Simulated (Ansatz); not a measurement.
Given:

```yaml
crystal:
  lattice:
    - [4.36316, 0.00000, 0.00000]
    - [0.00000, 4.36316, 0.00000]
    - [0.00000, 0.00000, 2.65290]
  atoms:
    - { symbol: Si, position: [0.00000, 0.00000, 0.00000] }
    - { symbol: Si, position: [0.50000, 0.50000, 0.50000] }
    - { symbol: O, position: [0.31111, 0.31111, 0.00000] }
    - { symbol: O, position: [0.81111, 0.18889, 0.50000] }
    - { symbol: O, position: [0.18889, 0.81111, 0.50000] }
    - { symbol: O, position: [0.68889, 0.68889, 0.00000] }
```

No spin polarisation.

Level of theory: Kohn–Sham DFT with the PBE functional, run in Ansatz (a quantum-chemistry and plane-wave program) with PAW and 420 eV plane waves, scalar-relativistic without spin-orbit coupling. Settings: 8×8×12 k-points, 0.05 eV Fermi–Dirac smearing.

Task: What mean in-plane stress (compression positive) does the calculation give?

Result: -10.7 GPa.

Task: Estimate the gap character.

Result: Direct at Γ.

Task: Predict the valence-band top at Γ (three highest levels, from the VBM).

Result: 0.00, -0.79, -0.79 eV.

Task: Predict the band gap.

Result: 4.66 eV.

The cells carry an imposed strain or load. Whether these cells are dynamically stable was not tested. The cell was made from SiO$_{2}$ in the rutile structure (space group P4_2/mnm, No. 136) by this change: biaxial strain +3.00 %, plane normal [001], relaxed out of plane.
